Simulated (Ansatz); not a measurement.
The starting structures come from a database of crystals and need not be the phases stable at ambient conditions.

**Evanescent states of K2PtBr4 (P4/mmm, not sure to be the ambient phase, 7 atoms a cell, 34.2 Å³ an atom) along the normal of (001)**

The numbers are results of PBEsol (plane waves, PAW; Ansatz, a first-principles code), not measurements.

The gap is the functional's own, uncorrected, and κ follows it; spin-orbit coupling is left out. Mid-gap values are interpolated between the computed energies.

Energies count from the valence-band top; κ is the least over a 4×4 mesh across the current.

```
E (eV)  κ (1/Å)  where
------  -------  -----
0.04      0.147  off Γ
0.12      0.229  off Γ
0.20      0.260  off Γ
0.28      0.281  off Γ
0.36      0.297      Γ
0.44      0.310      Γ
0.52      0.321      Γ
0.60      0.330      Γ
0.68      0.338      Γ
0.76      0.345      Γ
0.84      0.350      Γ
0.92      0.355      Γ
1.00      0.358      Γ
1.08      0.361      Γ
1.16      0.363      Γ
1.24      0.365      Γ
1.32      0.291  off Γ
```

### Question
How thick must the barrier be to attenuate the transmission by 10^6 when the electrodes' Fermi level lies at 1.08 eV, and what attenuation does that film give at 0.68 eV?

### Answer
d = 6 ln 10 / (2 × 0.361) = 19.1 Å. At 0.68 eV it gives 6 × 0.338/0.361 = 5.6 decades.
